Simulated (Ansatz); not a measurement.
Density of states of Mg$_{2}$Si (Fm-3m) above the conduction band minimum, HSE06, rigid bands (Ansatz, a first-principles code); cell volume 63.3 Å³.

```
energy from edge (eV)  10⁻³ states/eV/cell
---------------------  -------------------
0.006                                 14.1
0.031                                 34.0
0.056                                 48.6
0.081                                 62.5
0.106                                 77.6
0.131                                 92.9
0.156                                  112
0.181                                  130
0.206                                  149
0.231                                  167
0.256                                  186
0.281                                  203
0.319                                  229
0.344                                  255
0.369                                  297
0.394                                  324
0.419                                  348
0.444                                  370
0.469                                  393
0.494                                  413
0.519                                  432
0.544                                  452
0.569                                  471
0.594                                  488
```

What effective density of states at 300 K does this give (∫ g(E) exp(−E/k_BT) dE, both spins, divided by the cell's size)?

1.2e19 cm⁻³, a density-of-states mass of 0.60 mₑ, valleys and band degeneracy included.

Spin-orbit coupling is left out. Geometry: cell and atoms relaxed with PBEsol.
